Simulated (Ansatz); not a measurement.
Eu: uniaxial strain ε_zz = +0.84 %

The reference is Eu in the bcc (W type) structure (space group Im-3m, No. 229; a = 4.450 Å; ferromagnetic; relaxed with 0.1 eV smearing). Axes: x, y, z lie along the cube axes.

It is then changed as follows: the cell is stretched by 0.84 % along z with no lateral relaxation, atoms relaxed at fixed cell.

Level of theory: r2SCAN/PAW in Ansatz (a quantum-chemistry and plane-wave program), no spin-orbit coupling. Settings: 21×21×21 k-points, 0.1 eV Fermi–Dirac smearing.

- Volume per atom = 44.44 Å³ (base 44.07 Å³)
- Space group = I4/mmm (No. 139) (base Im-3m (No. 229))
- Shortest interatomic distance = 386.5 pm (base 385.4 pm)
- Energy relative to the base (free energy F) = +0.2 meV/atom
- Pressure (mean of the normal stresses, compression positive) = -0.1 GPa (base 0.0 GPa)
- Band gap = zero (base zero)
- Magnetic state = ferromagnetic (base ferromagnetic)
- Largest site moment = 7.31 μB (base 7.31 μB)
- Stress (xx, yy, zz, yz, xz, xy; compression positive) = (-0.1, -0.1, -0.1, 0.0, 0.0, 0.0) GPa

Final structure:

```
CELL_PARAMETERS angstrom
     -2.22519     2.22519     2.24388
      2.22519    -2.22519     2.24388
      2.22519     2.22519    -2.24388
ATOMIC_POSITIONS crystal
  Eu 0.00000 0.00000 0.00000
```

Other magnetic orders, which the real material may have, were not ruled out. The state of the 4f shell was not checked for lower solutions. No phonon test of stability was made.
